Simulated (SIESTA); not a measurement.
A user runs SIESTA on Sr₃Sn₄Ir₄ (I-43m, 11 atoms in the cell) and asks whether the run is sound. The aim is a self-consistent single point with DFT, LDA PW92, numerical atomic orbitals TZP, PseudoDojo LDA standard norm-conserving potentials (rewritten from UPF to PSML).

Cell that was meant: a = 7.0502 Å, b = 7.0502 Å, c = 7.0502 Å, α = 109.47°, β = 109.47°, γ = 109.47°.

Part of the input:

```
SystemName  Sr3(SnIr)4
SystemLabel Sr3(SnIr)4

NumberOfAtoms                10
NumberOfSpecies              3
%block ChemicalSpeciesLabel
  1 38 Sr
```

The program printed (abridged):

```
reinit: Reading from file input.fdf

reinit: System Name: Sr3(SnIr)4
reinit: System Label: Sr3(SnIr)4

   [... lines left out ...]

outcell: Cell vector modules (Ang)   :    7.050224    7.050224    7.050224
outcell: Cell angles (23,13,12) (deg):    109.4712    109.4712    109.4712
outcell: Cell volume (Ang**3)        :    269.7658
new_DM -- step:     1
Initializing Density Matrix...

Attempting to read DM from file... Failed...
DM filled with atomic data:

InitMesh: MESH = 72 x 72 x 72 = 373248
InitMesh: Mesh cutoff (required, used) =   400.000   432.367 Ry

stepf: Methfessel-Paxton step function
       Using Hermite-Gauss polynomials of order  0
        iscf     Eharris(eV)        E_KS(eV)     FreeEng(eV)     dDmax    Ef(eV) dHmax(eV)
   scf:    1   -20505.735864   -20651.396027   -20651.476068  1.733995 -2.108138 32.399880
   scf:    2   -20566.228413   -20694.475844   -20694.513157  0.830646 -4.205432 17.857067
   scf:    3   -20737.423494   -20725.647381   -20725.682078  0.339995 -3.619493  2.290285
   scf:    4   -20721.725730   -20725.591520   -20725.637906  0.176074 -3.338573  4.322100
   scf:    5   -20726.027199   -20726.922844   -20726.961857  0.115393 -3.539360  1.220228
   [... 3 lines left out ...]
   scf:    9   -20727.090426   -20727.090455   -20727.131324  0.000871 -3.493093  0.003470
   scf:   10   -20727.090463   -20727.090459   -20727.131324  0.000052 -3.493304  0.001510
   scf:   11   -20727.090459   -20727.090459   -20727.131325  0.000057 -3.493537  0.000442
   scf:   12   -20727.090458   -20727.090459   -20727.131325  0.000010 -3.493588  0.000475
SCF Convergence by DM+H criterion
max |DM_out - DM_in|         :     0.0000096284
max |H_out - H_in|      (eV) :     0.0004747187
SCF cycle converged after 12 iterations

Using DM_out to compute the final energy and forces

siesta: E_KS(eV) =           -20727.0905

siesta: E_KS - E_eggbox =    -20727.0905

siesta: Atomic forces (eV/Ang):
     1   -0.095669   -0.095670   -0.046524
     2    0.046572   -0.095669    0.095655
     3   -0.095667    0.046576    0.095654
     4    0.317165   -0.098984   -0.317135
     5    0.313865    0.313867   -0.313839
     6   -0.098980    0.317161   -0.317128
     7    0.317086    0.317088    0.098941
     8   -0.525799   -0.090424    0.090425
     9   -0.090431   -0.090431    0.525811
    10   -0.090424   -0.525798    0.090424
   [... lines left out ...]
siesta: FreeEng =    -20727.131325
siesta: Cell volume =        269.765834 Ang**3
siesta:         -30.25423287        -29.16611256  kBar
   [... lines left out ...]
     1     0.824188    9.175812  Sr
     2     0.824188    9.175812  Sr
     3     0.824188    9.175812  Sr
     4    -1.126623   15.126623  Sn
     5    -1.169110   15.169110  Sn
     6    -1.126623   15.126623  Sn
     7    -1.126624   15.126624  Sn
     8     0.692128   16.307872  Ir
     9     0.692163   16.307837  Ir
    10     0.692125   16.307875  Ir
 Total    -0.000000
```

Question: Can these results be used? Check the input.

Answer: The run is not sound. The fault is an atom count that does not match the list of atoms. The program trusts the stated count: too many runs off the end of the list, too few can drop atoms without a word. To fix it, make the count match the list. The run converged in 12 iterations without an error; against the sound input the pressure goes from -3.31 to -3.03 GPa and the largest force goes from 0.192 to 0.544 eV/Å.

The sound input it was made from differs as follows (other fixes are possible):
```diff
-NumberOfAtoms                10
+NumberOfAtoms                11
```

With that input, the run converged in 12 iterations: free energy E − TS -23855.9363 eV; Fermi level (on the code's own zero) -3.50 eV; pressure -3.31 GPa; largest force (vector length) 0.192 eV/Å (DFT, LDA PW92, numerical atomic orbitals TZP, PseudoDojo LDA standard norm-conserving potentials (rewritten from UPF to PSML)).

On the sound input: the starting cell comes from a database of computed structures (which also holds hypothetical and non-ambient phases and stackings), without a prior relaxation at this level. Its lattice was rescaled by a random factor within 2.5 % of one. Spin polarisation is off. Values carry the incompleteness of an atom-centred basis. With a pressure of about -3 GPa the cell is away from its equilibrium volume at this level.
